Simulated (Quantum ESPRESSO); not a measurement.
Input and output of a self-consistent single point for CuAu (Pm, 2 atoms in the cell) (Quantum ESPRESSO).

Level of theory: PBEsol, GBRV 1.5 ultrasoft (PBESOL) pseudopotentials (plane waves; Quantum ESPRESSO).

```
CuAu
1.0
    2.85070     0.00000     0.00000
    0.00000     2.85070     0.00000
    0.00000     0.00000     3.58161
Cu Au
1 1
Direct
  0.51811   0.49998   0.50125
  0.98189   0.00002   0.99875
```

Reference input (self-consistent single point, DFT, PBEsol, plane waves, GBRV 1.5 ultrasoft (PBESOL) pseudopotentials): ecutwfc = 50 Ry; ecutrho = 400 Ry; occupations = smearing; smearing = methfessel-paxton; degauss = 0.019992 Ry; potentials = {Cu: cu_pbesol_v1.2.uspp.F.UPF, Au: au_pbesol_v1.uspp.F.UPF}; K_POINTS = automatic 9 9 8 0 0 0; conv_thr = 1e-11 Ry; mixing_beta = 0.5. This run's input differs from it in these lines:

```diff
@@ -34,3 +34,3 @@
 K_POINTS {automatic}
-9 9 8  0 0 0
+13 13 10  0 0 0
```

Output, abridged:

```
     G-vector sticks info
     --------------------
     sticks:   dense  smooth     PW     G-vecs:    dense   smooth      PW
     Sum         933     465    145                26559     9327    1657

     bravais-lattice index     =            0
     lattice parameter (alat)  =       5.3870  a.u.
     unit-cell volume          =     196.4165 (a.u.)^3
   [... lines left out ...]
    -0.0000  -0.0000  -0.0000

          k =-0.3846 0.2308 0.0796 (  1181 PWs)   bands (ev):

   -96.3467 -53.9083 -53.9065 -53.9013   9.0714  10.0022  10.1511  10.6902
    10.8155  12.1696  13.2204  13.2884  13.7475  13.8517  14.0591  17.7264
    22.6558  24.1814  26.9951

     occupation numbers
     1.0000   1.0000   1.0000   1.0000   1.0000   1.0000   1.0000   1.0000
     1.0000   1.0000   1.0000   1.0000   1.0000   1.0000   1.0000  -0.0000
    -0.0000  -0.0000  -0.0000

          k =-0.2308-0.3846 0.1592 (  1182 PWs)   bands (ev):

   -96.3467 -53.9084 -53.9067 -53.9011   9.1899  10.0807  10.2411  10.6246
    10.8313  12.1137  13.1016  13.2747  13.7519  13.9024  14.3109  18.2356
    20.9451  24.3237  25.3659

     occupation numbers
     1.0000   1.0000   1.0000   1.0000   1.0000   1.0000   1.0000   1.0000
     1.0000   1.0000   1.0000   1.0000   1.0000   1.0000   1.0000  -0.0000
    -0.0000  -0.0000  -0.0000

   [... 201 blocks of this kind left out ...]

     the Fermi energy is    15.5709 ev

!    total energy              =    -518.26864637 Ry
     estimated scf accuracy    <          7.3E-12 Ry
     smearing contrib. (-TS)   =      -0.00040173 Ry
     internal energy E=F+TS    =    -518.26824465 Ry

     The total energy is F=E-TS. E is the sum of the following terms:
     one-electron contribution =    -301.13258368 Ry
     hartree contribution      =     175.45544019 Ry
     xc contribution           =    -100.38008683 Ry
     ewald contribution        =    -292.21101433 Ry

     convergence has been achieved in  14 iterations

     Forces acting on atoms (cartesian axes, Ry/au):

     atom    1 type  1   force =    -0.01481907    0.00001968   -0.00237008
     atom    2 type  2   force =     0.01481907   -0.00001968    0.00237008

     Total force =     0.021224     Total SCF correction =     0.000000

          total   stress  (Ry/bohr**3)                   (kbar)     P=      -39.74
  -0.00032084  -0.00000006   0.00000772          -47.20       -0.01        1.14
  -0.00000006  -0.00027500  -0.00000001           -0.01      -40.45       -0.00
   0.00000772  -0.00000001  -0.00021466            1.14       -0.00      -31.58

   JOB DONE.
```

The run converged in 14 iterations. Against the reference run the free energy goes up by 2.9 meV/atom, the pressure goes from -4.19 to -3.97 GPa and the largest force hardly changes (0.385 to 0.386 eV/Å).

The starting cell comes from a database of computed structures (which also holds hypothetical and non-ambient phases and stackings), without a prior relaxation at this level. Its atoms were displaced at random from the sites of space group no. 123. Spin polarisation is off. With a pressure of about -4 GPa the cell is away from its equilibrium volume at this level.

Cost on one core of a shared machine: roughly 5 min.
